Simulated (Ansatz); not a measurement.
Defect migration in beta Ga2O3: interstitial O, charge state -2. Method: PBE, PAW (plane waves to 420 eV; Ansatz, a program for electronic structure).

Settings: 120 host sites, the relaxed PBE lattice, the Γ point alone, smearing 0.01 eV, spin-restricted, no image-charge correction. No zero-point or tunnelling terms. The charge state is imposed; whether it is stable for some Fermi level was not computed. Sites that were not tried may lie lower. The start lies 0.044 eV above the lowest site run (PBE).

Barriers: single points on a 2×2×2 k-point mesh shifted by half a step at the bands' geometries.

Relaxed starting cell (atoms counted from 1):

```xyz
121
Lattice="12.4550 0.0000 0.0000 0.0000 9.2503 0.0000 -2.7827 0.0000 11.4204" Properties=species:S:1:pos:R:3 pbc="T T T"
Ga    -0.0436    -0.0128     4.5666
Ga    -1.2784     0.0368    10.2473
Ga    -0.0103     3.0986     4.5527
Ga    -1.2774     3.0453    10.2419
Ga    -0.0296     6.1609     4.5286
Ga    -1.5592     6.1639    10.2298
Ga     4.6607     1.4732     1.1756
Ga     3.4559     1.5408     6.8493
Ga     5.0771     4.5882     1.1670
Ga     3.4500     4.6260     6.8717
Ga     4.7486     7.6933     1.1889
Ga     3.4430     7.6923     6.8629
Ga     1.4455     1.5266     1.8187
Ga     0.2086     1.5471     7.5079
Ga     1.5065     4.6269     1.7647
Ga     0.1673     4.6395     7.5324
Ga     1.4085     7.6674     1.7863
Ga     0.1701     7.6832     7.5268
Ga     3.2160    -0.0204     3.9117
Ga     1.9675    -0.0108     9.6089
Ga     3.2682     3.1045     3.8799
Ga     2.0188     3.1021     9.6222
Ga     3.2747     6.1408     3.8687
Ga     1.9332     6.1472     9.6605
O      1.8341    -0.0174     0.6455
O      0.5042    -0.0070     6.3384
O      1.8609     3.0546     0.6373
O      0.5062     3.0924     6.3348
O      1.7956     6.1636     0.5838
O      0.4983     6.1609     6.3184
O      2.9063     1.5411     5.0791
O      1.5872     1.5404    10.7712
O      2.9131     4.6289     5.0911
O      1.6297     4.6001    10.8306
O      2.9182     7.6860     5.0826
O      1.5697     7.7099    10.7907
O      1.2851    -0.0364     3.2291
O      0.0701     0.0270     8.9263
O      1.3320     3.0946     3.2205
O      0.0795     3.0647     8.9325
O      1.3278     6.1482     3.2103
O     -0.0176     6.1525     8.9515
O      3.3214     1.4847     2.5061
O      2.1236     1.5448     8.1815
O      3.4588     4.6330     2.4664
O      2.0927     4.6380     8.1936
O      3.3609     7.6957     2.4803
O      2.0896     7.6933     8.1897
O      5.7136    -0.0089     1.4924
O      4.4352    -0.0111     7.1620
O      5.5912     2.8990     1.7858
O      4.4420     3.0816     7.1598
O      5.7935     6.2625     1.6129
O      4.4501     6.1628     7.1817
O     -0.9980     1.5515     4.2539
O     -2.3263     1.5392     9.9525
O     -1.0278     4.6203     4.2448
O     -2.2672     4.5030     9.7771
O     -1.0303     7.7008     4.2590
O     -2.2352     7.8272     9.7458
Ga     6.1566     1.5370     4.5719
Ga     4.8575     1.5581    10.2681
Ga     6.2068     4.6259     4.5627
Ga     5.0346     4.6928    10.3909
Ga     6.2014     7.7171     4.5309
Ga     4.8965     7.7037    10.2575
Ga    10.9973    -0.0366     1.1728
Ga     9.7144     0.0016     6.8744
Ga    10.9934     3.0814     1.1660
Ga     9.7010     3.0740     6.8715
Ga    10.8286     6.0782     0.9996
Ga     9.6993     6.1637     6.8286
Ga     7.6586     0.0020     1.8558
Ga     6.3774    -0.0038     7.5151
Ga     7.5841     2.9906     1.9168
Ga     6.3773     3.0855     7.5232
Ga     7.8427     6.1014     1.5615
Ga     6.4064     6.1603     7.4935
Ga     9.5142     1.5364     3.9090
Ga     8.1759     1.5360     9.6242
Ga     9.4664     4.6318     3.9041
Ga     8.2150     4.5992     9.5680
Ga     9.4661     7.7019     3.9010
Ga     8.2539     7.7481     9.5358
O      8.0224     1.5394     0.6675
O      6.6985     1.5340     6.3469
O      9.1466     5.5765     0.1328
O      6.7210     4.6125     6.3389
O      8.0247     7.8374     0.6496
O      6.6841     7.7232     6.3307
O      9.2069     0.0113     5.1006
O      7.8263    -0.0146    10.7708
O      9.2018     3.0645     5.0892
O      7.8015     3.0685    10.7671
O      9.1283     6.1649     5.0872
O      8.5692     6.1958    10.5953
O      7.5542     1.5166     3.2936
O      6.2417     1.5178     8.9484
O      7.5718     4.5427     3.2981
O      6.2917     4.6128     8.9123
O      7.5741     7.8039     3.2770
O      6.2817     7.6899     8.9553
O      9.6502     0.0347     2.4967
O      8.3254     0.0129     8.1628
O      9.6023     3.0883     2.4520
O      8.3259     3.0505     8.1686
O      9.6195     6.1881     2.5629
O      8.3212     6.1840     8.0835
O     11.9850     1.5255     1.4637
O     10.7078     1.5412     7.1918
O     11.9821     4.6164     1.4481
O     10.6978     4.6214     7.1084
O     11.9183     7.6388     1.4552
O     10.7080     7.7024     7.1017
O      5.1646    -0.0012     4.2583
O      3.8899     0.0002     9.9214
O      5.1655     3.0887     4.3806
O      3.9571     3.1202     9.8794
O      5.1994     6.1672     4.3087
O      3.8930     6.1707     9.9648
O      7.1523     4.4143     0.7411
```
Cell charge -2.

End state 1 differs by these moves (Å; atoms that move under 0.08 Å are left out):

```csv
atom,element,Δx,Δy,Δz
4,Ga,-0.12,0.04,-0.02
6,Ga,0.16,0.00,-0.01
9,Ga,-0.08,0.03,0.03
11,Ga,-0.06,0.06,-0.01
51,O,0.07,0.05,-0.11
53,O,-0.13,0.03,0.06
56,O,0.10,-0.06,-0.14
58,O,-0.11,0.12,0.12
60,O,0.01,-0.06,0.07
64,Ga,0.04,-0.07,0.09
69,Ga,-0.15,0.10,-0.08
71,Ga,0.01,-0.01,0.09
73,Ga,0.06,-0.01,-0.08
77,Ga,-0.22,0.10,0.33
80,Ga,0.09,-0.07,-0.14
82,Ga,-0.18,0.02,0.36
87,O,0.47,-0.95,0.10
89,O,0.06,-0.15,-0.01
94,O,0.35,-0.21,-0.09
96,O,-0.41,0.18,0.08
99,O,-0.03,0.08,0.06
105,O,-0.03,-0.03,0.07
106,O,-0.01,-0.09,-0.07
108,O,-0.01,0.10,0.01
109,O,-0.06,0.06,0.03
118,O,0.00,0.00,0.10
120,O,0.06,-0.05,0.02
121,O,0.09,0.21,0.10
```

Task: What is the computed forward and backward barriers to end state 1 (PBE, PAW)?

Result: forward 0.13 eV, backward 0.17 eV; at the saddle point atom 87 has neighbours 2 Ga at 1.93, Ga at 2.42, Ga at 2.44; O at 2.42, O at 2.45 Å. The saddle point's order was not checked.

End state 2 differs by these moves (Å; atoms that move under 0.08 Å are left out):

```
atom  element     Δx     Δy     Δz
----  -------  -----  -----  -----
6          Ga  -0.10   0.03   0.02
9          Ga  -0.10   0.03   0.02
51          O   0.07   0.05  -0.11
53          O  -0.10   0.02   0.03
58          O  -0.10   0.02   0.03
60          O   0.07   0.05  -0.11
77         Ga  -0.18   0.08   0.29
82         Ga  -0.18   0.08   0.29
87          O   0.37  -0.37  -0.27
89          O   0.05  -0.13   0.00
94          O   0.05  -0.13   0.00
96          O   0.15   0.17   0.08
101         O  -0.02  -0.07  -0.03
106         O  -0.02  -0.07  -0.03
113         O   0.00   0.02   0.08
118         O   0.00   0.02   0.08
121         O   0.15   0.17   0.08
```

Task: Estimate the forward and backward barriers to end state 2 that PBE, PAW returns for this input.

Result: forward 0.13 eV, backward 0.13 eV; at the saddle point atom 87 has neighbours 2 Ga at 1.93, Ga at 2.42, Ga at 2.45; O at 2.42, O at 2.44 Å. The saddle point's order was not checked.
